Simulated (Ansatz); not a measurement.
The starting structures come from a database of crystals and need not be the phases stable at ambient conditions.

Tunnelling through a barrier is set by its complex band structure: the current falls as exp(−2κd) with the smallest κ.

Here is the system:

```yaml
crystal:
  lattice:
    - [7.39926, 0.00000, 0.00000]
    - [2.19876, 7.06503, 0.00000]
    - [2.60025, -3.53251, 4.38634]
  atoms:
    - { symbol: Ga, position: [0.50000, 0.50000, 0.00000] }
    - { symbol: Ga, position: [0.75000, 0.75000, 0.50000] }
    - { symbol: Hg, position: [0.00000, 0.00000, 0.00000] }
    - { symbol: Te, position: [0.39206, 0.88356, 0.02048] }
    - { symbol: Te, position: [0.13692, 0.58746, 0.47102] }
    - { symbol: Te, position: [0.88356, 0.39206, 0.97952] }
    - { symbol: Te, position: [0.58746, 0.13692, 0.52898] }
```

The cell is taken as given.

Transport runs along the normal of the first two printed cell vectors, the (110) plane of the conventional cell.

The gap is the functional's own, uncorrected, and κ follows it; spin-orbit coupling is left out. Mid-gap means the computed energy nearest the middle.

**Question.** Give the band gap and the smallest decay constant κ at mid-gap that Ansatz (an electronic-structure program) with r2SCAN yields.

**Answer.** Gap 1.11 eV on a 8×8×8 mesh; κ = 0.080 1/Å, at the zone centre.
